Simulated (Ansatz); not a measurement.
Consider the following.

```
ZnO
1.0
    3.24522     0.00000     0.00000
   -1.62261     2.81044     0.00000
    0.00000     0.00000     5.23941
Zn O
2 2
Direct
  0.66667   0.33333   0.50069
  0.33333   0.66667   0.00069
  0.66667   0.33333   0.87962
  0.33333   0.66667   0.37962
```

The numbers are results of PBEsol, rigid bands (plane waves, PAW, scalar-relativistic; Ansatz, a program for electronic structure), not measurements. Condition of this run: hydrostatic pressure -2 GPa (the target of the relaxation). How the cell was made: cell and atoms relaxed with PBEsol, then loaded as said.

Task: What conductivity effective mass do dilute electrons have at 300 K?

Result: 0.150 mₑ.

Task: Predict the hole conductivity mass (n e² τ/σ) at 300 K, by direction if it differs.

Result: 1.69 (x), 1.69 (y), 2.6 (z) mₑ.

Task: And the band gap?

Result: 0.69 eV at this level; semilocal functionals usually fall short of the measured gap.

Rigid bands, one relaxation time for all states, no polarons. Spin-orbit coupling is left out; where it splits the top of the valence band it changes the hole mass and lowers the gap by about a third of the splitting.
